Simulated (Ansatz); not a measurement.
A self-consistent single point of NaTlO (P6_3mc, 6 atoms in the cell) with Ansatz (a first-principles code).

Computed with LDA (PW92), PAW files made with PBE (plane waves; Ansatz).

```
NaTlO
1.0
    3.48439     0.00000     0.00000
   -1.74219     3.01757     0.00000
    0.00000     0.00000    11.39459
Na Tl O
2 2 2
Direct
  0.66667   0.33333   0.89389
  0.33333   0.66667   0.39389
  0.33333   0.66667   0.11572
  0.66667   0.33333   0.61572
  0.00000   0.00000   0.99040
  0.00000   0.00000   0.49040
```

Reference input (self-consistent single point, DFT, PBEsol, plane waves, PAW files made with PBE): kpoints.mp_grid.grid = 7 7 2; hamiltonian.xc = pbesol; hamiltonian.pseudopotentials = {kind: paw} (the program's default PAW files); scf.occupations.method = fixed. This run's input differs from it in these lines:

Ansatz 0.2 input:
```diff
@@ -17,3 +17,3 @@
 hamiltonian:
-  xc: pbesol
+  xc: lda
   pseudopotentials:
```

Output (repeated stretches shortened):

```
SCF iter   1: F=—  HF=-26343.585442 eV  |F-HF|=—  |Δ(HF+E_count)|=         —  Δρ=1.08e-1  dr2=1.53e1  ethr=3.10e-3  ⟨swp⟩=4.6  Hψ=2105  notcnv=0  defer=61
all-band conjugate gradients solve this SCF's bands
preconditioner: auto → Resta (q_TF=auto, 2.403 Å⁻¹)
SCF iter   2: F=—  HF=-26341.817847 eV  |F-HF|=—  |Δ(HF+E_count)|=    1.77e0  Δρ=6.90e-2  dr2=5.46e0  ethr=3.10e-3  ⟨swp⟩=3.7  Hψ=1281  notcnv=0  defer=63
   [... lines left out ...]
SCF iter   6: F=—  HF=-26340.806956 eV  |F-HF|=—  |Δ(HF+E_count)|=   4.95e-4  Δρ=3.36e-4  dr2=2.02e-4  ethr=4.56e-6  ⟨swp⟩=3.0  Hψ=987  notcnv=0  defer=64
SCF iter   7: F=—  HF=-26340.806992 eV  |F-HF|=—  |Δ(HF+E_count)|=   3.56e-5  Δρ=1.00e-4  dr2=1.47e-5  ethr=3.61e-7  ⟨swp⟩=2.0  Hψ=917  notcnv=0  defer=50
SCF iter   8: F=—  HF=-26340.806989 eV  |F-HF|=—  |Δ(HF+E_count)|=   2.25e-6  Δρ=3.12e-5  dr2=1.75e-6  ethr=2.63e-8  ⟨swp⟩=2.0  Hψ=938  notcnv=0  defer=29
SCF iter   9: F=-26340.806989 eV  HF=-26340.806989 eV  |F-HF|=1.31e-9  |Δ(HF+E_count)|=   1.07e-8  Δρ=5.90e-6  dr2=3.34e-8  ethr=1.79e-10  ⟨swp⟩=9.3  Hψ=3005  notcnv=0
SCF 1 converged in 9 iterations: F = -26340.806989 eV  dr2 = 3.34e-8
Free energy (F): -26340.806989 eV
Internal energy: -26340.806989 eV  (E = F + TS)
E sigma→0 (E₀):  -26340.806989 eV
Fermi energy:    5.243957 eV
--- Forces (eV/Å), atoms counted from 1 ---
  atom   1  Na     0.00000000    -0.00000000     0.15006519
  atom   2  Na    -0.00000000     0.00000000     0.15006519
  atom   3  Tl     0.00000000    -0.00000000    -0.30579381
  atom   4  Tl     0.00000000     0.00000000    -0.30579381
  atom   5  O      0.00000000     0.00000000     0.15577194
  atom   6  O     -0.00000000    -0.00000000     0.15577194
--- Stress (GPa, compression-positive) ---
       -2.980793       0.000000       0.000000
       -0.000000      -2.980793       0.000000
        0.000000       0.000000      -2.551746
  P = ⅓ Tr σ = -2.8378 GPa (-28.378 kbar)
  The stress holds the Pulay correction. Without it, at fixed plane waves, as pw.x and ABINIT print it: P = -3.0094 GPa
```

The run converged in 9 iterations. Against the reference run the pressure goes from -0.41 to -2.84 GPa, the largest force goes from 0.097 to 0.306 eV/Å and the gap on the mesh hardly changes (0.983 to 0.986 eV).

The starting cell comes from a database of computed structures (which also holds hypothetical and non-ambient phases and stackings), without a prior relaxation at this level. Spin-orbit coupling is off. Ansatz's pressure includes its estimate of the finite-basis (Pulay) stress.
